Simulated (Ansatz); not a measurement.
An Ansatz (a program for electronic structure) input (plane-wave PAW DFT at the PBEsol level (Ansatz, 420 eV), without spin-orbit coupling):

Ansatz 0.2 input:
```yaml
crystal:
  lattice:
    - [4.149734875, 0, 0]
    - [0, 4.149734875, 0]
    - [0, 0, 4.149734875]
  atoms:
    - { symbol: Ti, position: [0, 0.5, 0.5] }
    - { symbol: Ti, position: [0.5, 0, 0.5] }
    - { symbol: Ti, position: [0.5, 0.5, 0] }
    - { symbol: In, position: [0, 0, 0] }
    - { symbol: N, position: [0.5, 0.5, 0.5] }
basis: { ecutwfc: 420, ecutrho_ratio: 4, xc_grid: 2, fft_grid_basis: typed }
kpoints: { mp_grid: { grid: [11, 11, 11] } }
hamiltonian:
  xc: pbesol
  dispersion: none
  pseudopotentials: { kind: paw }
scf: { occupations: { method: fermi_dirac, width: 0.05 }, convergence: { dr2_threshold: 0.0000000005 } }
output: { forces: true, stress: true }
```

Q: Which symmetry and how many k-points will the program report, and about how many plane waves at Γ?

A: Space group Pm-3m (ITA 221) with 48 operations, k-points 56 of 1331, and 1365 plane waves at Γ.

Whether these cells are dynamically stable was not tested. All final runs are without spin polarisation. The cell is Ti₃InN in the anti-perovskite structure (space group Pm-3m, No. 221; a cell from a computed database, its experimental status unchecked).
